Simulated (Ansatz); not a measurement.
## ZnS: response to strain

Consider ZnS in the zinc blende structure (space group F-43m, No. 216; a = 5.297 Å).

Strains are applied to the cell and any free atomic positions relax.

Method: plane-wave PAW DFT at the LDA level (Ansatz, a program for electronic structure, 420 eV), without spin-orbit coupling.

Candidates:
(a) isotropic strain +1.50 %
(b) isotropic strain −1.50 %
(c) isotropic strain +3.00 %
(d) isotropic strain −2.00 %

For the base:

The band gap comes out as 2.13 eV.

Question: Order them by band gap, highest first.

Answer: (d) isotropic strain −2.00 % (2.40 eV), (b) isotropic strain −1.50 % (2.33 eV), (a) isotropic strain +1.50 % (1.93 eV), (c) isotropic strain +3.00 % (1.73 eV)

No phonon test of stability was made.
